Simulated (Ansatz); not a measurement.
Coverage and cell size: C on the 1x1 (111) surface of fcc Al, one adsorbate a cell, in each cell the lowest of the starts that converged. Energies against an atom of graphite, without dispersion, zero-point or thermal terms; small cells hold the layer to their symmetry. A negative adsorption energy means that the adsorbate is more stable on the surface than in its reference.

Calculation: PBE (plane waves to 420 eV, PAW; Ansatz, an electronic-structure program).

```json
[
 {"area an adsorbate, end state": "7 Å², bonded to 3 Al", "atoms": "5", "E_ads (eV)": "3.37", "height (Å)": "1.00", "Δ work function (eV)": "2.69", "rough cost": "roughly 80 core-seconds"},
 {"area an adsorbate, end state": "14 Å², bonded to 3 Al", "atoms": "9", "E_ads (eV)": "?", "height (Å)": "0.56", "Δ work function (eV)": "?", "rough cost": "about 8 core-minutes (a rough figure)"},
 {"area an adsorbate, end state": "28 Å², bonded to 4 Al", "atoms": "17", "E_ads (eV)": "1.31", "height (Å)": "-0.14", "Δ work function (eV)": "-0.19", "rough cost": "about 10 core-minutes (a rough figure)"}
]
```

**Question.** Fill in the missing entries.

**Answer.** 
- 14 Å², bonded to 3 Al, E_ads (eV): 2.23
- 14 Å², bonded to 3 Al, Δ work function (eV): 1.23
